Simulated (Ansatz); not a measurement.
Base system: Sn in the diamond structure (space group Fd-3m, No. 227; a = 6.656 Å; relaxed with 0.1 eV smearing). Axes: x, y, z lie along the cube axes.

Method: PBE (Ansatz, a first-principles code; PAW; 420 eV plane waves; without spin-orbit coupling).

Modification: biaxial strain −0.50 %, plane normal [001], relaxed out of plane (Cartesian); in-plane vectors clamped, the third vector and the atoms free.

Question: Estimate the effect on the out-of-plane strain.

Answer: The out-of-plane strain comes out as +0.47 %.

Question: How does this affect the in-plane stress?

Answer: The mean in-plane stress (compression positive) comes out as +0.3 GPa.

Question: What happens to the energy relative to the base?

Answer: The energy grows by 0.3 meV/atom.

Stability against distortions was not tested.
